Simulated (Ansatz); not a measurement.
Bond-angle distributions (per cent of the angles at each element, bins of 10°) of a relaxed model of amorphous Si24O47Cl2 at 2.23 g/cm³. The numbers are results of PBE, scalar-relativistic without spin-orbit coupling (plane waves to 420 eV, PAW; Ansatz, a program for electronic structure), not measurements.

A CHGNet melt-quench gave the starting glass, which DFT then relaxed. Anions were pushed apart under 1.9 Å during the dynamics, to hinder bonds among them. The hot cell started wider than the set density and was brought back towards it in steps. It is the lowest in DFT energy of 2 quenches. It is a model cell: composition and starting density were chosen by hand, and all elements were melted together. No dispersion term was used. Its density started from a set value of 2.21 and ended at 2.23 g/cm³. The simulated quench (nominally 480 K/ps over its main leg) is rapid and tends to freeze in more defects than a deposited or slowly cooled glass has. A cell of this size samples the disorder only roughly. Volume and shape were free in the relaxation.

Neighbours within Si-Si 2.60 Å, Si-O 2.00 Å, Si-Cl 2.56 Å, O-O 1.58 Å, O-Cl 2.02 Å, Cl-Cl 2.45 Å count as bonded. Two cations that share two anions don't count as bonded, nor two that share one unless they lie closer than Si-Si 2.38 Å.

```csv
angle (°),at Si,at O
50-60,0,0
60-70,0,0
70-80,0,0
80-90,2,0
90-100,3,0
100-110,53,0
110-120,38,2
120-130,3,15
130-140,1,34
140-150,0,26
150-160,0,13
160-170,1,9
170-180,0,2
```

They go with these counts of neighbours within the cut-offs, cation contacts included: Si mean 4.0, most often 4; O mean 2.0, most often 2.
